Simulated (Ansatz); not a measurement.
Start from HfN in the rock salt structure (space group Fm-3m, No. 225; relaxed with 0.1 eV smearing).

```
CELL_PARAMETERS angstrom
      0.00000     2.23415     2.23415
      2.23415     0.00000     2.23415
      2.23415     2.23415     0.00000
ATOMIC_POSITIONS crystal
  Hf 0.00000 0.00000 0.00000
  N  0.50000 0.50000 0.50000
```

Cartesian axes are those of the cell as printed.

The values are results of Ansatz (a quantum-chemistry and plane-wave program) LDA, no SOC, not measurements.

Strains are applied to the cell and any free atomic positions relax.

One change was made to it. Results:

```tsv
quantity	base	after
pressure (mean of the normal stresses, compression positive)	0.0 GPa	-7.8 GPa
energy relative to the base (free energy F)	0 meV/atom	+19 meV/atom
```

Problem. Which change produced these results?
A) uniaxial strain ε_zz = −2.50 %
B) uniaxial strain ε_zz = −3.00 %
C) uniaxial strain ε_zz = +2.00 %
D) uniaxial strain ε_zz = +1.00 %
E) uniaxial strain ε_zz = +3.00 %

Solution. E, uniaxial strain ε_zz = +3.00 %. For comparison, the energy relative to the base in the other runs: uniaxial strain ε_zz = −2.50 % gives +16 meV/atom; uniaxial strain ε_zz = +2.00 % gives +8.7 meV/atom; uniaxial strain ε_zz = +1.00 % gives +2.3 meV/atom; uniaxial strain ε_zz = −3.00 % gives +24 meV/atom.

Stability against distortions was not tested. All final runs are without spin polarisation. An odd electron count without spin: HfN.
